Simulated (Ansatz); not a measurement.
The structure below was relaxed with r2SCAN/PAW in Ansatz (a program for electronic structure), spin-orbit coupling left out, at pressure 3 GPa.

```
CdSe
1.0
    4.26384     0.00000     0.00000
   -2.13192     3.69260     0.00000
    0.00000     0.00000     6.96315
Cd Se
2 2
Direct
  0.66667   0.33333   0.00031
  0.33333   0.66667   0.50031
  0.66667   0.33333   0.62489
  0.33333   0.66667   0.12489
```

### Question
Find the space group and the Wyckoff positions.

### Answer
Space group P6₃mc (No. 186); a = b = 4.264 Å, c = 6.963 Å, α = β = 90.00°, γ = 120.00°

```tsv
atom	site	symmetry	x	y	z
Cd	2b	3m.	0.6667	0.3333	0.0003
Se	2b	3m.	0.3333	0.6667	0.1249
```

### Question
Describe the coordination.

### Answer
The crystal has 4 atoms in its conventional cell. Conventional cell: a = 4.2638 Å, b = 4.2638 Å, c = 6.9632 Å, α = 90.00°, β = 90.00°, γ = 120.00°. Cd is coordinated by 4 Se at 2.610–2.614 Å (tetrahedral). Se is coordinated by 4 Cd at 2.610–2.614 Å (tetrahedral). (Neighbours: up to the widest gap in distance over summed covalent radii, below 1.35, at either atom; cation-cation and far metal-metal contacts left out.)

Load acts through the strain it causes; cell and atoms are relaxed under it. Stability against distortions was not tested. Measured, CdSe leaves this structure (for rock salt) near 2.72 GPa (temperature not stated; as listed in Datta, Sujoy, Jana, Debnarayan, arXiv (2020)), on rising pressure, with hysteresis. The cell was made from CdSe in the wurtzite structure (space group P6_3mc, No. 186) by this change: pressure 3 GPa.
